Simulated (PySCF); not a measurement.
PySCF 2.14.0, WB97X/def2-svp, df: Hf(S)(OMe)(Me) (C[O][Hf]([CH3])=[S]), 11 atoms. The geometry is a generated start, not checked to be a minimum at this level.

| Quantity | Result |
|---|---|
| task | energy |
| method | wb97x |
| basis | def2-svp |
| two-electron scheme | density fitting |
| mol.max_memory | 3000 MB |
| mf.max_cycle | 100 |
| mf.conv_tol | 1e-09 (default) |
| mf.grids.level | 3 (default) |
| effective core potentials | those of the basis set, past Kr |
| basis functions | 122 |
| grid points | 143840 |

```xyz
11

Hf    -0.3411     0.0067     0.6901
S     -2.2268    -1.2198     1.1291
O      0.3018    -0.3703    -1.0616
C     -0.1749    -1.2626    -2.0398
H     -0.7015    -2.1125    -1.5741
H     -0.8551    -0.7455    -2.7262
H      0.6714    -1.6535    -2.6187
C      0.6773     1.6075     1.8953
H      0.6478     2.5731     1.3701
H      1.7450     1.3912     2.0438
H      0.2562     1.7855     2.8920
```

Charge 0 and multiplicity 1 are set for this test and not shown to be the ground state.

With the defaults (mf.diis = true, mf.DIIS = CDIIS, mf.damp = 0, mf.diis_start_cycle = 1, mf.level_shift = 0, mf.init_guess = minao, newton = off, mf.diis_space = 8) it converges in 17 Fock builds. One run each on 2 threads, 1 BLAS thread, with these changes:
- mf.DIIS = ADIIS
- mf.DIIS = EDIIS
- newton = Hessian by the SCF's own integrals
- mf.damp = 0.7, mf.diis_start_cycle = 8
- mf.diis_space = 12
- mf.diis = false, mf.damp = 0.7, mf.diis_start_cycle = 999
- mf.level_shift = 0.3 Hartree
- mf.init_guess = 1e
- mf.diis = false

Task: Which of these changes keep the SCF from converging, or lead it to another solution?

Result: No convergence: mf.diis = false (the run ends without SCF convergence in 100 cycles). The rest reach the solution of the defaults.

| setting | Fock builds | end |
|---|---|---|
| mf.diis_space = 12 | 16 | same solution |
| the defaults | 17 | same solution |
| mf.damp = 0.7, mf.diis_start_cycle = 8 | 20 | same solution |
| mf.init_guess = 1e | 21 | same solution |
| mf.level_shift = 0.3 Hartree | 24 | same solution |
| mf.DIIS = ADIIS | 25 | same solution |
| newton = Hessian by the SCF's own integrals | 36 | same solution |
| mf.diis = false, mf.damp = 0.7, mf.diis_start_cycle = 999 | 59 | same solution |
| mf.DIIS = EDIIS | 77 | same solution |
| mf.diis = false | 101 | no convergence |

Under newton the count holds the products with the orbital Hessian.
